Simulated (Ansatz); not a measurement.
ZnGeO3 (R3c, No. 161, 10 atoms in the cell; start mp-1020631), treated with r²SCAN+SOC in Ansatz (plane waves, PAW).

Run with plane-wave cutoff 560 eV, 8×8×8 k mesh, Fermi–Dirac smearing 0.01 eV, PAW data made under PBE.

Cell (relaxed with PBEsol):

```cif
data_Ge2O6Zn2
_chemical_formula_sum 'Zn2 Ge2 O6'
_space_group_name_H-M_alt 'P 1'
_space_group_IT_number 1
_cell_length_a 5.24066
_cell_length_b 5.24066
_cell_length_c 5.24066
_cell_angle_alpha 57.340
_cell_angle_beta 57.340
_cell_angle_gamma 57.340
loop_
_space_group_symop_operation_xyz
  'x, y, z'
loop_
_atom_site_label
_atom_site_type_symbol
_atom_site_fract_x
_atom_site_fract_y
_atom_site_fract_z
_atom_site_occupancy
Zn1 Zn 0.27769 0.27769 0.27769 1
Zn2 Zn 0.77769 0.77769 0.77769 1
Ge1 Ge 0.50090 0.50090 0.50090 1
Ge2 Ge 0.00090 0.00090 0.00090 1
O1 O 0.72640 0.12564 0.36679 1
O2 O 0.36679 0.72640 0.12564 1
O3 O 0.12564 0.36679 0.72640 1
O4 O 0.86679 0.62564 0.22640 1
O5 O 0.62564 0.22640 0.86679 1
O6 O 0.22640 0.86679 0.62564 1
```

Task: Estimate the band gap that the calculation returns.

Result: 
* **band gap**: 2.32 eV (on the SCF k mesh)

Note: cell and atoms aren't relaxed at this level (largest force component 0.17 eV/Å, pressure -1.7 GPa).

Static lattice: no zero-point or thermal effects.

Computing time: about 10 core-minutes (a rough figure).

A start named mp-… is a Materials Project structure, which need not be a measured phase.

Ansatz is a quantum-chemistry and plane-wave program.
